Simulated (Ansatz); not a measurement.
Levels about the gap of amorphous Si$_{20}$O$_{32}$C$_{6}$H$_{16}$ (74 atoms in a cell of 1072 Å³, 1.80 g/cm³; zone centre alone, so wide bands show as single levels with stretches between that a denser mesh fills), at the geometry that PBE relaxed, where it gives 0.5 GPa on a denser mesh. The participation number counts the atoms over which a state spreads; weights are charges in smoothed Voronoi cells. The levels come from a single point, so bond lengths are those of that geometry. Method of the levels: r2SCAN, scalar-relativistic without spin-orbit coupling (Ansatz, a program for electronic structure). Sampling: the zone centre alone; Fermi-Dirac width 0.01 eV; collinear spin, started from moments on atoms (the moments died out). At PBE the levels at both edges of the gap are localised (band-tail or defect states), and the nearest spread-out levels lie 3.1 eV apart at the zone centre.

Preparation: random packing, a CHGNet melt and quench, and a DFT relaxation. O atoms were pushed apart under 1.9 Å during the dynamics, to hinder bonds among them. The hot cell started wider than the set density and was brought back towards it in steps. It is the lowest in DFT energy of 2 quenches. It is a model cell: composition and starting density were chosen by hand, and all elements were melted together. No dispersion term was used. Its density started from a set value of 1.80 and ended at 1.80 g/cm³. Cooling (nominally 420 K/ps over its main leg) ran many orders faster than in experiment, which tends to leave more defects and strain. One small periodic cell is one sample of the glass; other quenches scatter about these values. The volume was held where the preparation left it and the shape relaxed, at a PBE pressure of 0.5 GPa. Stress components on the final sampling reach 0.5 GPa.

```csv
"E - E(highest filled), eV",filling,spin,participation number,largest on,weight Si,weight C,weight O,weight H
-2.26,filled,up,5.8,"O, 1 neighbours",0.17,0.15,0.47,0.20
-2.24,filled,dn,18.3,"Si, 2 neighbours",0.43,0.14,0.32,0.10
-2.24,filled,up,18.3,"Si, 2 neighbours",0.43,0.14,0.32,0.10
-1.60,filled,dn,8.9,"Si, 3 neighbours",0.41,0.22,0.32,0.06
-1.60,filled,up,8.9,"Si, 3 neighbours",0.41,0.22,0.32,0.06
0.00,filled,up,4.9,"Si, 2 neighbours",0.70,0.07,0.16,0.07
0.00,filled,dn,4.9,"Si, 2 neighbours",0.70,0.07,0.16,0.07
1.08,empty,dn,3.4,"C, 3 neighbours",0.07,0.48,0.31,0.15
1.08,empty,up,3.4,"C, 3 neighbours",0.07,0.48,0.31,0.15
1.80,empty,up,6.2,"C, 3 neighbours",0.21,0.54,0.20,0.04
1.80,empty,dn,6.2,"C, 3 neighbours",0.21,0.54,0.20,0.04
2.54,empty,up,8.8,"Si, 2 neighbours",0.64,0.05,0.19,0.11
2.54,empty,dn,8.8,"Si, 2 neighbours",0.64,0.05,0.19,0.11
2.83,empty,up,28.2,"Si, 4 neighbours",0.36,0.04,0.36,0.23
```

Most localised among these is the empty level at +1.08 eV, on a C atom, which has 3 neighbours (H 1.12 Å, O 1.23 Å, Si 1.94 Å).
